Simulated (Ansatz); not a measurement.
# Response to strain in hypothetical I4/mmm MgB2

The reference is MgB₂ (space group I4/mmm, No. 139; a = 2.683 Å, c = 8.395 Å; a hypothetical phase, not in the database extracts checked; relaxed with 0.1 eV smearing). Axes: x, y, z lie along a, b, c of the conventional cell.

Strains are applied to the cell and any free atomic positions relax; under biaxial strain the out-of-plane vector relaxes too; under stress the whole cell relaxes.

Levels (all Ansatz, a first-principles code, PAW): PBE (420 eV, no spin-orbit coupling); PBEsol (420 eV, no spin-orbit coupling).

The base cell above is that of PBE; each level relaxes its own structures.

Notes on the quantities. energy relative to the base: free energy F.

| case | energy relative to the base, PBE | energy relative to the base, PBEsol |
|---|---|---|
| biaxial strain −1.06 %, plane normal [001], relaxed out of plane | +1.8 meV/atom | +1.9 meV/atom |
| isotropic strain +2.75 % | +22 meV/atom | +22 meV/atom |
| isotropic strain +3.03 % | +26 meV/atom | +26 meV/atom |
| isotropic strain +3.85 % | +41 meV/atom | +42 meV/atom |
| uniaxial strain ε_yy = +5.14 % | +6.0 meV/atom | +5.8 meV/atom |
| uniaxial stress, 3 GPa compression along z | +1.2 meV/atom | +1.1 meV/atom |

The two levels differ by at most about 0.9 meV/atom. They put the cases in the same order.

Beyond what the load breaks, stability against distortions was not tested. The final runs are not spin-polarised.
